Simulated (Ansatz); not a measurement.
Input and output of a self-consistent single point for Cu3AsS4 (R3m, 8 atoms in the cell) (Ansatz, an electronic-structure program).

Computed with PBEsol, default PAW files made with PBE (plane waves; Ansatz).

The change in words: lattice scaled by 0.98; basis.ecutwfc: 420 eV → 170 eV. Reference geometry:
```
CELL_PARAMETERS angstrom
      5.28551     0.00000     0.00000
      0.00000     5.28551     0.00000
      0.00000     0.00000     5.28551
ATOMIC_POSITIONS crystal
  Cu 0.00000 0.50000 0.50000
  Cu 0.50000 0.00000 0.50000
  Cu 0.50000 0.50000 0.00000
  As 0.00546 0.00546 0.00546
  S  0.25268 0.74732 0.74732
  S  0.74732 0.74732 0.25268
  S  0.74732 0.25268 0.74732
  S  0.25268 0.25268 0.25268
```

Reference input (self-consistent single point, DFT, PBEsol, plane waves, default PAW files made with PBE): basis.ecutwfc = 420 eV; kpoints.mp_grid.grid = 4 4 4; hamiltonian.xc = pbesol; hamiltonian.pseudopotentials = {kind: paw} (the program's default PAW files); scf.occupations.method = gaussian; scf.occupations.width = 0.1 eV. This run's input differs from it in these lines:

Ansatz 0.2 input:
```diff
@@ -2,16 +2,16 @@
   lattice:
-    - [5.285506, 0.000000, 0.000000]
-    - [0.000000, 5.285506, 0.000000]
-    - [0.000000, 0.000000, 5.285506]
+    - [5.179796, 0.000000, 0.000000]
+    - [0.000000, 5.179796, 0.000000]
+    - [0.000000, 0.000000, 5.179796]
   atoms:
-    - { symbol: Cu, position_ang: [0.000000, 2.642753, 2.642753] }
-    - { symbol: Cu, position_ang: [2.642753, 0.000000, 2.642753] }
-    - { symbol: Cu, position_ang: [2.642753, 2.642753, 0.000000] }
-    - { symbol: As, position_ang: [0.028869, 0.028869, 0.028869] }
-    - { symbol: S, position_ang: [1.335542, 3.949964, 3.949964] }
-    - { symbol: S, position_ang: [3.949964, 3.949964, 1.335542] }
-    - { symbol: S, position_ang: [3.949964, 1.335542, 3.949964] }
-    - { symbol: S, position_ang: [1.335542, 1.335542, 1.335542] }
+    - { symbol: Cu, position_ang: [0.000000, 2.589898, 2.589898] }
+    - { symbol: Cu, position_ang: [2.589898, 0.000000, 2.589898] }
+    - { symbol: Cu, position_ang: [2.589898, 2.589898, 0.000000] }
+    - { symbol: As, position_ang: [0.028292, 0.028292, 0.028292] }
+    - { symbol: S, position_ang: [1.308831, 3.870965, 3.870965] }
+    - { symbol: S, position_ang: [3.870965, 3.870965, 1.308831] }
+    - { symbol: S, position_ang: [3.870965, 1.308831, 3.870965] }
+    - { symbol: S, position_ang: [1.308831, 1.308831, 1.308831] }
 basis:
-  ecutwfc: 420.0
+  ecutwfc: 170.0
 kpoints:
```

Output (repeated stretches shortened):

```
SCF iter   1: F=—  HF=-28012.258044 eV  |F-HF|=—  |Δ(HF+E_count)|=         —  Δρ=3.00e-1  dr2=6.05e1  ethr=1.77e-3  ⟨swp⟩=6.4  Hψ=2664  notcnv=0  defer=7
all-band conjugate gradients solve this SCF's bands
preconditioner: auto → LDOS
SCF iter   2: F=—  HF=-27997.831082 eV  |F-HF|=—  |Δ(HF+E_count)|=    1.44e1  Δρ=2.63e-1  dr2=4.30e1  ethr=1.77e-3  ⟨swp⟩=3.4  Hψ=2270  notcnv=0  defer=37
   [... lines left out ...]
SCF iter   7: F=—  HF=-27976.610826 eV  |F-HF|=—  |Δ(HF+E_count)|=   6.57e-4  Δρ=2.71e-4  dr2=1.14e-4  ethr=1.26e-5  ⟨swp⟩=2.0  Hψ=1009  notcnv=0  defer=57
SCF iter   8: F=—  HF=-27976.610886 eV  |F-HF|=—  |Δ(HF+E_count)|=   6.05e-5  Δρ=7.24e-5  dr2=7.72e-6  ethr=1.19e-7  ⟨swp⟩=2.0  Hψ=1098  notcnv=0  defer=57
SCF iter   9: F=—  HF=-27976.613359 eV  |F-HF|=—  |Δ(HF+E_count)|=   2.47e-3  Δρ=2.34e-5  dr2=1.15e-6  ethr=8.04e-9  ⟨swp⟩=2.0  Hψ=1110  notcnv=0  defer=57
SCF iter  10: F=-27976.613359 eV  HF=-27976.613359 eV  |F-HF|=2.44e-8  |Δ(HF+E_count)|=   1.15e-7  Δρ=5.86e-6  dr2=3.63e-8  ethr=1.04e-10  ⟨swp⟩=7.6  Hψ=3174  notcnv=0
SCF 1 converged in 10 iterations: F = -27976.613359 eV  dr2 = 3.63e-8
Free energy (F): -27976.613359 eV
Internal energy: -27976.610480 eV  (E = F + TS)
E sigma→0 (E₀):  -27976.611920 eV
Entropy (-TS):   -0.002878 eV (-0.360 meV/atom)
Fermi energy:    8.522647 eV
--- Forces (eV/Å), atoms counted from 1 ---
  atom   1  Cu    -0.04290804     0.03706035     0.03706035
  atom   2  Cu     0.03706035    -0.04290804     0.03706035
  atom   3  Cu     0.03706035     0.03706035    -0.04290804
  atom   4  As    -0.35786072    -0.35786072    -0.35786072
  atom   5  S     -0.66213943     0.73984587     0.73984587
  atom   6  S      0.73984587     0.73984587    -0.66213943
  atom   7  S      0.73984587    -0.66213943     0.73984587
  atom   8  S     -0.49091592    -0.49091592    -0.49091592
--- Stress (GPa, compression-positive) ---
        8.625115       0.247154       0.247154
        0.247154       8.625115       0.247154
        0.247154       0.247154       8.625115
  P = ⅓ Tr σ = 8.6251 GPa (86.251 kbar)
  The stress holds the Pulay correction. Without it, at fixed plane waves, as pw.x and ABINIT print it: P = -640.4990 GPa
```

The run converged in 10 iterations. Against the reference run the free energy goes up by 18.0 eV/atom, the pressure goes from -2.52 to 8.63 GPa and the largest force goes from 0.617 to 1.238 eV/Å.

The starting cell comes from a database of computed structures (which also holds hypothetical and non-ambient phases and stackings), without a prior relaxation at this level. Its lattice was rescaled by up to half a per cent. One atom was moved a little off its site on purpose. For this run, on top of that: lattice scaled by 0.98. Spin polarisation is off. Forces in this geometry exceed 1 eV/Å. Ansatz's pressure includes its estimate of the finite-basis (Pulay) stress. Without the estimate this run gives -640.50 GPa. The cutoff lies below the one recommended for these files. The run gives no clean gap (levels at the Fermi energy touch, overlap or are partly filled at this smearing), which alone does not show that the compound is a metal.
